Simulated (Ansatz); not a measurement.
Formation energy of the localised charge states of O vacancy + N on the O site + N on the O site in metastable polar orthorhombic HfO2 (start: the O(1) site; O(1) 2.73 Å away; O(1) 2.73 Å away; 96-site cell, 2×2×2 shifted sampling) against the Fermi level, Hf-rich (Δμ(O) = -5.15 eV, Δμ(N) = -3.31 eV, bounded by rock-salt HfN; only phases computed here count, gases as isolated molecules at 0 K). Method: PBE, PAW (plane waves to 420 eV; Ansatz, a quantum-chemistry and plane-wave program).

Charges with a result: +1, 0. Others weren't obtained, and one of them could lie lower, also by skipping a charge.

Details: 96-site cell; 2×2×2 shifted k-points; host gap 4.36 eV; charged states image-corrected; no spin–orbit coupling; energies good to tenths of an eV; flagged in the runs: a doubtful potential alignment, a host whose relaxation on this sampling wasn't shown to rest.

```json
[
 {"E_F − E_VBM (eV)": "0.00", "q = +1": "2.67", "q = 0": "3.53"},
 {"E_F − E_VBM (eV)": "0.55", "q = +1": "3.21", "q = 0": "3.53"},
 {"E_F − E_VBM (eV)": "1.09", "q = +1": "3.76", "q = 0": "3.53"},
 {"E_F − E_VBM (eV)": "1.64", "q = +1": "4.30", "q = 0": "3.53"},
 {"E_F − E_VBM (eV)": "2.18", "q = +1": "4.85", "q = 0": "3.53"},
 {"E_F − E_VBM (eV)": "2.73", "q = +1": "5.39", "q = 0": "3.53"},
 {"E_F − E_VBM (eV)": "3.27", "q = +1": "5.94", "q = 0": "3.53"},
 {"E_F − E_VBM (eV)": "3.82", "q = +1": "6.49", "q = 0": "3.53"},
 {"E_F − E_VBM (eV)": "4.36", "q = +1": "7.03", "q = 0": "3.53"}
]
```

Crossings of the lowest lines: (+1/0) at 0.86 eV.
